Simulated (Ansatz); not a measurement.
A15 Nb3Sn (cubic form, which distorts at low temperature) was calculated with HSE06 in Ansatz (PAW).

Settings: plane-wave cutoff 460 eV, 6×6×6 k mesh, Fermi–Dirac smearing 0.05 eV, no spin polarisation, scalar-relativistic PAW data made under PBE.

Cell (relaxed at this level):

```yaml
crystal:
  lattice:
    - [5.28300, 0.00000, 0.00000]
    - [0.00000, 5.28300, 0.00000]
    - [0.00000, 0.00000, 5.28300]
  atoms:
    - { symbol: Nb, position: [0.25000, 0.00000, 0.50000] }
    - { symbol: Nb, position: [0.50000, 0.25000, 0.00000] }
    - { symbol: Nb, position: [0.50000, 0.75000, 0.00000] }
    - { symbol: Nb, position: [0.75000, 0.00000, 0.50000] }
    - { symbol: Nb, position: [0.00000, 0.50000, 0.75000] }
    - { symbol: Nb, position: [0.00000, 0.50000, 0.25000] }
    - { symbol: Sn, position: [0.50000, 0.50000, 0.50000] }
    - { symbol: Sn, position: [0.00000, 0.00000, 0.00000] }
```

### Question
Give the computed bulk modulus and pressure derivative B′ of the bulk modulus.

### Answer

* **bulk modulus**: 177 GPa
* **pressure derivative B′ of the bulk modulus**: 4.1

Measured, for comparison: bulk modulus 165 GPa (4 K, zero-point motion not removed; as tabulated in Lu and Klein (1997), arXiv:cond-mat/9704251). Computed (rounded) less measured: bulk modulus +7 %.

Note: the run has no spin polarisation, so it can have missed a magnetic state; symmetry holds this phase in the static calculation, where it need not be a minimum.

Spin–orbit coupling is not included.

The computed numbers hold no vibrational or temperature effects.

Computing time: about 40 core-minutes (a rough figure).

Ansatz is a quantum-chemistry and plane-wave program.
